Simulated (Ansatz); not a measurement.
Start from Ir in the fcc (Cu type) structure (space group Fm-3m, No. 225; a = 3.845 Å).

Level of theory: r2SCAN (Ansatz, an electronic-structure program, PAW, no spin-orbit coupling), earlier PAW set.

Base values:

```
Quantity              Result
-------------------  -------
Lattice parameter a  3.845 Å
```

The change: every Ir is replaced by Sb, then cell and atoms are relaxed.

Task: Estimate the effect on the lattice parameter a.

Result: The lattice parameter a increases by 0.931 Å (3.845 Å → 4.776 Å).

Whether these cells are dynamically stable was not tested. The final runs are not spin-polarised. This is not the structure that Sb has at room temperature and ambient pressure.
